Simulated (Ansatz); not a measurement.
By PBEsol, the system below comes out a metal.

Without scattering a metal conducts by its projected Fermi surface.

Given:

```xyz
1
Lattice="3.4393 0.0000 0.0000 0.0000 3.4393 0.0000 1.7197 -1.7197 1.7197" Properties=species:S:1:pos:R:3 pbc="T T T"
Li     0.0000     0.0000     0.0000
```

Space group of this cell: Im-3m, bcc (W type). The cell is taken as given.

The current flows along the normal of the first two printed cell vectors, the (001) plane of the conventional cell. No spin-orbit coupling; the value is a mean over 0.1 eV about the Fermi level.

Problem. State the ballistic conductance per area according to PBEsol (Ansatz, a program for electronic structure).

Solution. 0.79 × 10¹⁵ S/m² for both spins.
